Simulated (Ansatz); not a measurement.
Reference: SiC (P6_3mc), PBE with spin-orbit coupling, rigid bands (plane waves, PAW; Ansatz, a quantum-chemistry and plane-wave program); axes and stresses refer to this cell.

```
CSi
1.0
    3.07597     0.00000     0.00000
   -1.53798     2.66386     0.00000
    0.00000     0.00000     5.04775
Si C
2 2
Direct
  0.33333   0.66667   0.99959
  0.66667   0.33333   0.49959
  0.33333   0.66667   0.37541
  0.66667   0.33333   0.87541
```

The Seebeck coefficient, p-type 1e19 cm⁻³ is 392 μV/K, the electron conductivity mass comes out as 0.36 mₑ and the hole mass along z comes out as 1.50 mₑ.

Q: After one change the values are Seebeck coefficient, p-type 1e19 cm⁻³ 281 μV/K; electron conductivity mass 0.35 mₑ; hole mass along z 0.28 mₑ. Name the change that produced these shifts.
A) uniaxial stress along c of 20 GPa (compression positive)
B) hydrostatic pressure of 30 GPa (compression positive)
C) hydrostatic pressure of -5 GPa (compression positive)
D) biaxial stress in the c plane of 15 GPa (compression positive)

A: A, uniaxial stress along c of 20 GPa (compression positive)

Masses are for dilute carriers at 300 K, harmonic means over directions unless an axis is named. Seebeck coefficients are for the stated density at 300 K, with one relaxation time for all states and whether or not that doping can be reached. Stresses and pressures are the targets of the relaxation.  The structure type is held under load, also where the real crystal would transform.
